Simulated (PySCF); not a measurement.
**Antifluorite K₂S**

Level of theory: PBE in PySCF (GTH pseudopotentials, Gaussian basis).

Cell (relaxed at this level):

Space group Fm-3m (No. 225); a = b = c = 7.4624 Å, α = β = γ = 90.00°

| atom | site | symmetry | x | y | z |
|---|---|---|---|---|---|
| K | 8c | -43m | 0.2500 | 0.2500 | 0.2500 |
| S | 4a | m-3m | 0.0000 | 0.0000 | 0.0000 |
(The calculation used a cell of 3 atoms; values per cell refer to that cell.)

```json
{
  "bulk_modulus": "18.4 GPa ± 0.6",
  "cohesive_energy": "2.66 eV/atom ± 0.04",
  "pressure derivative B′ of the bulk modulus": "4.5"
}
```

Measured, for comparison: cohesive energy 2.9 ± 0.03 eV/atom (worked out here from tabulated enthalpies at 298 K, copied from a table, unchecked, brought to a static lattice with a Debye model, atoms in their spin–orbit ground levels; inputs from the CRC Handbook). Computed (rounded) less measured: cohesive energy not scored (unchecked).

A ± is a rough bar: the spread of an extrapolation, a floor set from checks against published values, or a statistical error.

Computed values are for the static lattice.
